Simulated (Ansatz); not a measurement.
We consider GaN (model structure, started from the HgO type, P6₄22, No. 181, 6 atoms in the cell), described by r²SCAN (plane waves, PAW; Ansatz, a quantum-chemistry and plane-wave program).

Run with plane-wave cutoff 560 eV, 18×18×8 k mesh (along the axes of the cell as run), Fermi–Dirac smearing 0.05 eV, scalar-relativistic PAW data made under PBE.

Cell (relaxed at this level):

```
CELL_PARAMETERS angstrom
      3.12451     0.00000     0.00000
     -1.56225     2.70590     0.00000
      0.00000     0.00000     7.37147
ATOMIC_POSITIONS crystal
  Ga 0.49999 0.49999 0.50000
  Ga 0.50001 0.00000 0.83333
  Ga 0.00000 0.50001 0.16667
  N  0.50000 0.50000 0.00000
  N  0.50000 0.00000 0.33333
  N  0.00000 0.50000 0.66667
```

Predict the band gap and bulk modulus B0.


- band gap = 1.89 eV (on the SCF k mesh)
- bulk modulus B0 = 207 GPa

Note: the bulk modulus is −V dP/dV from two relaxed cells at ±2 % in volume; the relaxation could raise the start's symmetry but not lower it, so the cell can be a saddle point.

Spin–orbit coupling is not included.

The computed numbers hold no vibrational or temperature effects.

It cost roughly 40 core-minutes of CPU time.

A model structure was made by putting elements into a prototype or built by hand; it is no filed structure, need not be a known phase, and can be a saddle point held by its symmetry.
